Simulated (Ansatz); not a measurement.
Take Rb$_{3}$AsF$_{6}$ (space group Fm-3m, No. 225; a cell from a computed database, its experimental status unchecked) as the base.

Rb$_{3}$AsF$_{6}$ has the cubic space group Fm-3m (No. 225), Pearson symbol cF40. Cell: a = b = c = 9.3163 Å, α = β = γ = 90.00°. Rb1 on 8c sees 12 F at 3.306 Å. Rb2 on 4b is coordinated by 6 F at 2.611 Å (octahedral). As on 4a sees 6 F at 2.047 Å (octahedral). F on 24e sees 1 As at 2.047 Å and 1 Rb at 2.611 Å and 4 Rb at 3.306 Å (octahedral). (Neighbours: up to the widest gap in distance over summed covalent radii, below 1.35, at either atom; cation-cation and far metal-metal contacts left out.)
(The calculation used a cell of 10 atoms; values per cell refer to that cell.)

Computed with r2SCAN (Ansatz, an electronic-structure program), scalar-relativistic without spin-orbit coupling.

For the base:

The lattice parameter a comes out as 9.316 Å and the band gap is 4.59 eV.

One thing is altered: cell and atoms relaxed at a pressure of 0.9 GPa.

**Question.** What happens to the lattice parameter a and band gap?

**Answer.** The lattice parameter a drops by 0.074 Å to 9.242 Å; the band gap increases by 0.01 eV to 4.60 eV.

Load acts through the strain it causes; cell and atoms are relaxed under it. Whether these cells are dynamically stable was not tested.
